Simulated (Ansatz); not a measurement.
Structure of amorphous Bi₂₀Te₃₀ (periodic cell):

```xyz
50
Lattice="12.4041 0.1006 -0.5106 0.1006 11.7290 -0.6172 -0.5106 -0.6172 11.6220" Properties=species:S:1:pos:R:3 pbc="T T T"
Bi     9.9060     3.3229     6.3761
Bi     4.9264     4.2599     3.0406
Bi     0.4075     1.8697     2.3073
Bi     3.2999     7.9927     4.0544
Bi    11.3643     9.2149     4.6844
Bi    10.4567    11.0256     7.3635
Bi     2.5975     3.2523    10.9501
Bi    10.0021     4.8566     0.0898
Bi     6.9472     8.4322     7.3289
Bi     6.1051     6.4267    -0.3767
Bi     5.5725     0.3898     9.3360
Bi     2.7786    10.3015     0.3398
Bi    11.4891     7.1809     8.1723
Bi    11.2807    10.1599     0.3305
Bi    11.4230     5.0287     4.2624
Bi     3.8875     3.9323     7.0268
Bi     6.9504     0.8375     2.1613
Bi     1.8374     9.9679     7.8855
Bi     8.0666     8.5414     3.0004
Bi     3.5661     0.6722     4.6561
Te     3.4374     1.5315     1.6074
Te     6.2011     3.1824    -0.0989
Te     1.1877    10.3799     3.1710
Te     6.3571     2.0769     4.8772
Te     3.4831     6.3700     1.4128
Te     9.9385     3.0274     2.5496
Te     9.2415     7.0887     5.7075
Te     2.7635     1.2787     8.5708
Te     0.0368    -0.4930    11.1276
Te     4.1927    10.1341     6.0699
Te     0.8311     7.8830    -0.2498
Te     0.5275     4.5615     1.1145
Te     8.3122    -0.2129    11.1849
Te    11.7987     1.1264     6.1685
Te     7.7542     5.5607     9.0488
Te     9.0250     8.2104     9.6237
Te    11.5850     4.2372     8.6010
Te     3.0601     5.7045     9.1802
Te     7.7556    10.9655     6.0782
Te     5.2624    10.2630     2.5401
Te     7.1625     9.1633     0.1385
Te     7.4719     5.5713     2.2337
Te     1.6545     3.4077     4.6342
Te     9.6368     1.8692     9.7898
Te     4.1631     9.2983     9.5905
Te     1.1924     7.2308     6.2331
Te    10.7123     7.4487     1.9872
Te     9.4971    11.2688     2.8509
Te     6.5640     3.0194     7.9799
Te     5.3392     6.1220     5.4037
```

All values below come from PBE-D3(BJ), scalar-relativistic without spin-orbit coupling, PAW (Ansatz default set, large-core Te) (plane waves to 420 eV; Ansatz, a program for electronic structure).

Preparation: random packing, a CHGNet melt and quench, and a DFT relaxation. The hot cell started wider than the set density and was brought back towards it in steps. It is the lowest in DFT energy of 3 quenches. It is a model cell: composition and starting density were chosen by hand, and all elements were melted together. The geometry includes D3(BJ) dispersion. Its density started from a set value of 7.84 and ended at 7.90 g/cm³. The quench (nominally 53 K/ps over its main leg) was far faster than any real one, so the model tends to hold more defects than a real film. A cell of this size samples the disorder only roughly. Volume and shape were free in the relaxation. Stress components on the final sampling reach 0.5 GPa. On a 2×2×2 Γ-centred mesh force components of up to 0.29 eV/Å stay, since the relaxation ran on one k-point at (1/4, 1/4, 1/4).

Bonds are counted up to Bi-Bi 3.55 Å, Bi-Te 3.54 Å, Te-Te 3.31 Å.

### Question
Give the coordination numbers, mean bond lengths and angles.

### Answer

| Property | Result |
|---|---|
| Mean coordination of Bi | 5.50 (1 with 3, 8 with 5, 10 with 6, 1 with 7) |
| Mean coordination of Te | 4.00 (2 with 2, 6 with 3, 13 with 4, 8 with 5, 1 with 6) |
| Mean Bi-Te bond | 3.170 Å (spread 0.146 Å, 106 counted) |
| Mean Te-Te bond | 3.119 Å (spread 0.161 Å, 7 counted) |
| Mean Bi-Bi bond | 3.235 Å (spread 0.124 Å, 2 counted) |
| Bond angle at Bi | mean 103.3°, spread 29.5° |
| Bond angle at Te | mean 104.2°, spread 27.8° |

### Question
List the pairs of like atoms that count as bonded by the rules above.

### Answer
Bi1-Bi15 (3.11 Å), Bi5-Bi6 (3.36 Å), Te24-Te49 (3.25 Å), Te33-Te44 (2.83 Å), Te35-Te49 (3.00 Å), Te35-Te36 (2.99 Å), Te36-Te41 (3.21 Å), Te37-Te44 (3.29 Å), Te40-Te41 (3.25 Å).
